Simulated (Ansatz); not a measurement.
Base system: Mg in the hcp (Mg type) structure (space group P6_3/mmc, No. 194; a = 3.186 Å, c = 5.224 Å).

Calculations: Ansatz (a quantum-chemistry and plane-wave program), PBE, PAW, cutoff 420 eV, spin-orbit coupling left out.

One change was made to it. Results:

```csv
quantity,base,after
lattice parameter a,3.186 Å,3.162 Å
band gap,zero,zero
```

Q: Which of these changes matches the shifts?
(A) pressure 0.9 GPa
(B) pressure −1 GPa
(C) pressure −2 GPa
(D) pressure 30 GPa
(E) pressure 15 GPa

A: A, pressure 0.9 GPa. For comparison, the lattice parameter a in the other runs: pressure 15 GPa gives 2.935 Å; pressure −2 GPa gives 3.252 Å; pressure −1 GPa gives 3.217 Å; pressure 30 GPa gives 2.806 Å.

Load acts through the strain it causes; cell and atoms are relaxed under it. No phonon test of stability was made. No other phases were tried under pressure.
